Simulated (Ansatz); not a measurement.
## Zr under load (space group P6_3/mmc): band-structure transport figures

Consider the following.

```xyz
2
Lattice="3.2122 0.0000 0.0000 -1.6061 2.7818 0.0000 0.0000 0.0000 5.1384" Properties=species:S:1:pos:R:3 pbc="T T T"
Zr     0.0000     1.8545     1.2846
Zr     1.6061     0.9273     3.8538
```

Method: PBEsol, rigid bands (plane waves, PAW, scalar-relativistic; Ansatz, a program for electronic structure). Condition of this run: hydrostatic pressure -2 GPa (the target of the relaxation). Cell: cell and atoms relaxed with PBEsol, then loaded as said.

```json
{
  "density of states at the Fermi level": "1.98 states/(eV·cell), both spins",
  "bare Sommerfeld coefficient": "2.3 mJ/(mol of atoms·K²)",
  "drude_plasma_energy": "3.9 (x), 3.9 (y), 4.4 (z) eV",
  "root-mean-square Fermi velocity": "3.8e5 m/s",
  "resistivity times τ": "32 (x), 32 (y), 26 (z) ×10⁻²² Ω·m·s"
}
```

A metal at this level (no band gap); rigid bands, thermally averaged at 300 K, both spins. Spin-orbit coupling is left out. τ is one relaxation time for all states.
